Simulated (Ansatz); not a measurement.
```xyz
2
Lattice="13.5000 0.0000 0.0000 0.0000 11.0000 0.0000 0.0000 0.0000 2.4933" Properties=species:S:1:pos:R:3 pbc="T T T"
Nb     5.6032     5.5000     0.0000
Nb     7.8968     5.5000     1.2467
```

Method: PBE (plane waves to 420 eV, PAW; Ansatz, a first-principles code). Mesh 1×1×120. Collinear spin, started with parallel moments, which vanish. It repeats along c; a and b span vacuum. A model structure. It keeps the symmetry and period of its start, so it need not be a minimum against all distortions. Pairing along the axis, which can open a gap, is among the distortions not tried. Values not marked SOC lack spin–orbit coupling.

### Question
Say what this body is, and give its properties.

### Answer
Free triangular strip chain of Nb atoms. A hypothetical model.
```
Property                                                                                                            Result
--------------------------------------------------------------------  ----------------------------------------------------
PBE gap                                                                                               none (under 0.01 eV)
crossings of the Fermi level between Γ and the zone edge (49 points)  4, each for both spins (ideal conductance 4 × 2e²/h)
```
